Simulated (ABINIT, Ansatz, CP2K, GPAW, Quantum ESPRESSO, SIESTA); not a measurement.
## Code comparison for Al3Ir (P6_3/mmc, 8 atoms in the cell)

Self-consistent single point, at a second geometry (lattice scaled by 0.98). First geometry:

```yaml
crystal:
  lattice:
    - [4.37347, 0.00000, 0.00000]
    - [-2.18673, 3.78753, 0.00000]
    - [0.00000, 0.00000, 7.92811]
  atoms:
    - { symbol: Al, position: [0.00000, 0.00000, 0.25000] }
    - { symbol: Al, position: [0.00000, 0.00000, 0.75000] }
    - { symbol: Al, position: [0.33333, 0.66667, 0.57989] }
    - { symbol: Al, position: [0.66667, 0.33333, 0.42011] }
    - { symbol: Al, position: [0.66667, 0.33333, 0.07989] }
    - { symbol: Al, position: [0.33333, 0.66667, 0.92011] }
    - { symbol: Ir, position: [0.33333, 0.66667, 0.25000] }
    - { symbol: Ir, position: [0.66667, 0.33333, 0.75000] }
```

Shared settings, as Ansatz (an electronic-structure program) writes them: kpoints.mp_grid.grid = 7 7 4; scf.occupations.method = gaussian; scf.occupations.width = 0.136 eV. Potentials and cutoffs stand in the table.

```csv
code,model,ΔF from the first geometry (meV/atom),pressure (GPa),largest force (eV/Å),cutoff
ABINIT,"PBEsol, PAW (JTH v2.0 PBE PAW, files made for PBE)",-35.4,-1.61,0.056,21 Ha
SIESTA,"GGA PBEsol, numerical atomic orbitals DZP, PseudoDojo PBEsol standard norm-conserving potentials (rewritten from UPF to PSML)",-37.1,-1.77,0.049,grid 300 Ry
CP2K,"PBEsol, GPW, TZVP-MOLOPT-SR-GTH basis, GTH-PBE potentials (GTH_POTENTIALS)",-29.5,-0.57,0.068,grid 500 Ry
GPAW,"PBEsol, GPAW PAW datasets PBEsol (made by gpaw-setup)",-35.3,-1.60,0.056,600 eV
Ansatz,"PBEsol, PAW files made with PBE",-37.9,-2.09,0.060,default
Quantum ESPRESSO,"PBEsol, PseudoDojo standard norm-conserving (PBESOL) pseudopotentials",-38.2,-2.10,0.051,70 Ry
```

On Ansatz's run: spin-orbit coupling is off. Spin polarisation is off.

The spread over the programs that give each value: ΔF from the first geometry within 8.7 meV/atom; pressure within 1.53 GPa; largest force within 0.019 eV/Å.

SIESTA and CP2K use small atom-centred bases, whose incompleteness enters pressures, forces and empty levels differently from a plane-wave cutoff. Ansatz's pressure is given at a fixed set of plane waves, as the other plane-wave codes print theirs; with its correction for the finite basis it is -2.06 GPa. In the pressure, CP2K (by 1.28) lies more than 1 GPa from the median of the plane-wave programs.

The starting cell comes from a database of computed structures (which also holds hypothetical and non-ambient phases and stackings), without a prior relaxation at this level. Its lattice was rescaled by a random factor within 2.5 % of one. For this run, on top of that: lattice scaled by 0.98.

Left out of this page: Elk (not drawn, or without a comparable value).

Keys are those of Ansatz 0.2.
